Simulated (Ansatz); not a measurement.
Consider the surface energy of the Nb(100) slab, the mean of its two faces. Reaction: 7 Nb (bcc) → cell A.

Cell A: a slab of Nb (bcc, Im-3m) cut along (100), 7 atoms, square cell of 3.31 Å (11.0 Å²), symmetry P4/mmm within 0.02 Å, 9.6 Å thick under 16 Å of vacuum, in-plane vectors held at the crystal's; planes from bottom to top: Nb × 7; all atoms within 0.5 Å of the crystal's sites, in a cell too small to show a reconstruction; spin state with PBE: run without spin, k-point mesh 14×14×1.
```
CELL_PARAMETERS angstrom
      3.31147     0.00000     0.00000
      0.00000     3.31147     0.00000
      0.00000     0.00000    25.93441
ATOMIC_POSITIONS crystal
  Nb 0.00000 0.00000 0.37156
  Nb 0.50000 0.50000 0.31546
  Nb 0.00000 0.00000 0.50000
  Nb 0.50000 0.50000 0.43585
  Nb 0.00000 0.00000 0.62844
  Nb 0.50000 0.50000 0.56415
  Nb 0.50000 0.50000 0.68454
```

Reference: Nb (bcc, Im-3m), 1 atom in the cell, the relaxed perfect crystal repeated, atoms not moved again; spin state with PBE: run without spin, k-point mesh 14×14×27 on the run's own vectors.

All numbers come from Ansatz (an electronic-structure program), plane waves with PAW, its PAW set soft_1, cutoff 420 eV, 500 eV for r2SCAN. The structures are at rest with PBE, within the held lattices; other levels are single points on them. Neutral cells; Fermi-Dirac smearing of at most 0.10 eV in the solids, energies taken to zero width. The lattices are those relaxed with PBE, so at other levels the solids can be strained, which adds to the spread. A dispersion term (D3(BJ), or D4 for r2SCAN) was computed beside these levels and is taken off wherever the name lacks it. No zero-point or thermal terms. No structure search was made; lower ones may exist. Values are for these cell sizes.

Task: What is the computed value (r2SCAN)?

Result: 2.49 J/m², for 7 Nb (bcc) → cell A.

Task: What do the other levels give, and how wide is the spread?

Result: 
```csv
Functional,value (J/m²),less r2SCAN
PBE,2.38,-0.11
```

The levels shown span 0.11 J/m², from PBE (2.38) to r2SCAN (2.49).
